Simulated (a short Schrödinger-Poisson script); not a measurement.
Structure: gated In0.52Al0.48As/In0.53Ga0.47As δ-doped gas in a quantum well, at 77 K.

```tsv
layer	material	thickness (nm)	Na (cm⁻³)
1	In0.52Al0.48As	20	-
2	In0.52Al0.48As	3	-
3	In0.53Ga0.47As	20	-
4	In0.52Al0.48As	4000	2e14
```

The device is made up for the run: typed textbook-type constants, with dimensions and the other settings drawn at random. In0.52Al0.48As: permittivity 12.5, conduction-band edge (eV) 0.52, gap (eV) 1.45, electron mass (mₑ) 0.075, Nv at 300 K (cm⁻³) 1.1e19. In0.53Ga0.47As: permittivity 13.9, conduction-band edge (eV) 0, gap (eV) 0.74, Nv at 300 K (cm⁻³) 7.7e18.

Channel valleys (confinement mass, in-plane density-of-states mass, number): Γ 0.041, 0.041, 1. At the gate the conduction-band edge of layer 1 lies 0.65 eV − eVg above the Fermi level of the channel; the field vanishes at the back. Sheet of ionised δ-doping: +3.9e12 e/cm² at 20 nm from the gate. The barrier under the gate holds no holes. Gaps are held at their typed values at every temperature. Mesh 0.08 nm at interfaces.

From a short Schrödinger-Poisson script (our own, NumPy): 1D Poisson equation in equilibrium, electrons quantum, Hartree plus LDA exchange-correlation (BenDaniel-Duke, 40 states a valley, the channel's in-plane mass for all, wave functions free to enter the barrier), parabolic valleys, classical holes, full ionisation, no traps, pinning or gate leakage.

The same stack at other levels of the model or other numerical settings:

| run | sheet density of all electrons at Vg = 0.4 V (cm⁻²) | sheet density of all electrons at Vg = -0.6 V (cm⁻²) | capacitance at Vg = 0.4 V (μF/cm²) | centroid of the channel electrons at Vg = 0.4 V (nm) | rough cost against the base |
|---|---|---|---|---|---|
| base | 3.27e12 | 8.09e11 | 0.406 | 5.66 | about 1 |
| electrons treated as classical, Boltzmann | 3.97e12 | 1.03e12 | 0.476 | 0.92 | 0.01 |
| electrons treated as classical, Fermi-Dirac | 3.26e12 | 8.38e11 | 0.396 | 5.55 | 0.07 |
| electrons treated as quantum, Hartree | 3.23e12 | 7.86e11 | 0.404 | 5.78 | 0.7 |
| mesh six times as coarse | 3.27e12 | 8.08e11 | 0.406 | 5.61 | 0.2 |
| one subband a valley | 3.17e12 | 8.05e11 | 0.388 | 4.47 | 0.3 |

The classical rows ignore confinement, and Boltzmann statistics overrate the density once the band edge passes the Fermi level.

Above a few 1e12 electrons/cm² a light Γ valley is non-parabolic and upper valleys begin to fill, which the model leaves out.
